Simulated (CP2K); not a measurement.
Band structure of NaNbSe2 (P6_3/mmc, 8 atoms in the cell).

```xyz
8
Lattice="3.5119 0.0000 0.0000 -1.7560 3.0414 0.0000 0.0000 0.0000 14.5508" Properties=species:S:1:pos:R:3 pbc="T T T"
Na     0.0000     0.0000     0.0000
Na     0.0000     0.0000     7.2754
Nb     0.0000     0.0000     3.6377
Nb     0.0000     0.0000    10.9131
Se     0.0000     2.0276     2.0201
Se     1.7560     1.0138    12.5307
Se     1.7560     1.0138     9.2955
Se     0.0000     2.0276     5.2553
```

Method of the run: LDA (Pade form), GPW, DZVP-MOLOPT-SR-GTH basis, GTH-PADE potentials (GTH_POTENTIALS) (CP2K).

Settings: CUTOFF = 950 Ry; REL_CUTOFF = 50 Ry; KPOINTS/SCHEME = MONKHORST-PACK 5 5 1; XC_FUNCTIONAL = PADE; Na/BASIS_SET = DZVP-MOLOPT-SR-GTH; Na/POTENTIAL = GTH-PADE-q9; Nb/BASIS_SET = DZVP-MOLOPT-SR-GTH; Nb/POTENTIAL = GTH-PADE-q13; Se/BASIS_SET = DZVP-MOLOPT-SR-GTH; Se/POTENTIAL = GTH-PADE-q6; METHOD = GPW; EPS_DEFAULT = 1e-11; EXTRAPOLATION = USE_GUESS; NGRIDS = 5.

The starting cell comes from a database of computed structures (which also holds hypothetical and non-ambient phases and stackings), without a prior relaxation at this level. Its lattice was rescaled by a random factor within 2.5 % of one. Values carry the incompleteness of an atom-centred basis.

Question: Predict the gap along the standard path and the places of the band edges.

Answer: The gap along the path is 0.46 eV, from Γ to a point between K and Γ; the smallest direct gap on it is 1.28 eV.

Levels in eV from the top of the valence band on the SCF mesh, bands 31 to 35:
```json
[
 {"point": "Γ", "31": "-2.14", "32": "-2.14", "33": "-1.01", "34": "0.00", "35": "1.82"},
 {"point": "M", "31": "-2.29", "32": "-2.23", "33": "-1.31", "34": "-1.11", "35": "1.76"},
 {"point": "K", "31": "-3.25", "32": "-3.25", "33": "-0.29", "34": "-0.29", "35": "1.08"},
 {"point": "A", "31": "-2.15", "32": "-2.15", "33": "-0.35", "34": "-0.35", "35": "1.85"},
 {"point": "L", "31": "-2.26", "32": "-2.26", "33": "-1.19", "34": "-1.19", "35": "1.77"},
 {"point": "H", "31": "-3.23", "32": "-3.23", "33": "-0.28", "34": "-0.28", "35": "1.09"}
]
```

Higher empty bands are left out: an atom-centred basis made for the valence describes them poorly.
